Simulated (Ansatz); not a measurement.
Si (Fd-3m), HSE06 with spin-orbit coupling, rigid bands run with Ansatz (a first-principles code): N_v = 2.05e19 cm⁻³ at 300 K and a hole conductivity mass of 0.364 mₑ.

Q: For 1e16 holes per cm³ at 300 K, place the Fermi level, estimate the Seebeck coefficient of a parabolic band with constant τ, and give mobility and conductivity for τ = 20 fs.

A: The level lies k_BT ln(N_v/p) = 0.197 eV above the valence-band maximum. S ≈ +(k_B/e)[ln(N_v/p) + 5/2] = 873 μV/K, against 902 μV/K from the full bands (mean over directions). μ = eτ/m = 96.6 cm²/(V·s) and σ = peμ = 0.155 S/cm. τ is assumed, not computed.

Band transport and this doping are assumed; polarons and phonon drag are left out. Geometry: cell and atoms relaxed with PBEsol.
